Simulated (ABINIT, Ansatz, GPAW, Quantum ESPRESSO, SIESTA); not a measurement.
# One structure in several programs: Au (Fm-3m, 1 atom in the cell)

Self-consistent single point.

```xyz
1
Lattice="0.0000 2.1169 2.1169 2.1169 0.0000 2.1169 2.1169 2.1169 0.0000" Properties=species:S:1:pos:R:3 pbc="T T T"
Au     0.0000     0.0000     0.0000
```

All programs got the same cell, k-point mesh and kind of occupations (in Ansatz's words: kpoints.mp_grid.grid = 13 13 13; scf.occupations.method = gaussian; scf.occupations.width = 0.136 eV); potentials, basis and cutoffs are each program's usual ones.

| code | model | pressure (GPa) | k-points | cutoff |
|---|---|---|---|---|
| GPAW | PBE, GPAW PAW datasets PBE (gpaw-data 1.0.1) | -5.14 | 84 | 600 eV |
| Quantum ESPRESSO | PBE, GBRV 1.5 ultrasoft (PBE) pseudopotentials | -6.81 | 84 | 40 Ry |
| Ansatz | PBE, default PAW files | -6.57 | 84 | 420 eV |
| ABINIT | PBE, PAW (JTH v2.0 PBE PAW) | -6.40 | 84 | 26 Ha |
| SIESTA | GGA PBE, numerical atomic orbitals TZP, PseudoDojo PBE standard norm-conserving potentials (rewritten from UPF to PSML) | -9.82 | 1099 | grid 400 Ry |

The spread over the programs that give each value: pressure within 4.68 GPa.

The starting cell comes from a database of computed structures (which also holds hypothetical and non-ambient phases and stackings), without a prior relaxation at this level. Its lattice was rescaled by a random factor within 2.5 % of one. On Ansatz's run: Spin-orbit coupling is off. In the base run, with a pressure of about -7 GPa the cell is away from its equilibrium volume at this level.

Problem. Why do the programs differ, and what cannot be compared?

Solution. Differences of this kind can come from the potentials, where these differ, and from what each basis and cutoff leave unconverged. The valence holds different numbers of electrons (GPAW 11, Quantum ESPRESSO 11, Ansatz (a quantum-chemistry and plane-wave program) 19, ABINIT 11, SIESTA 19). The zero of total energies and Fermi levels follows the potentials and each program's conventions, so they are not compared here. SIESTA uses small atom-centred bases, whose incompleteness enters pressures, forces and empty levels differently from a plane-wave cutoff. Ansatz's pressure is given at a fixed set of plane waves, as the other plane-wave codes print theirs; with its correction for the finite basis it is -6.52 GPa. The programs reduce the same mesh by symmetry to different extents, which changes the work and not the result. In the pressure, GPAW (by 1.35) and SIESTA (by 3.33) lie more than 1 GPa from the median of the plane-wave programs.

Left out of this page: Elk and FLEUR (not drawn, or without a comparable value).

Keys are those of Ansatz 0.2.
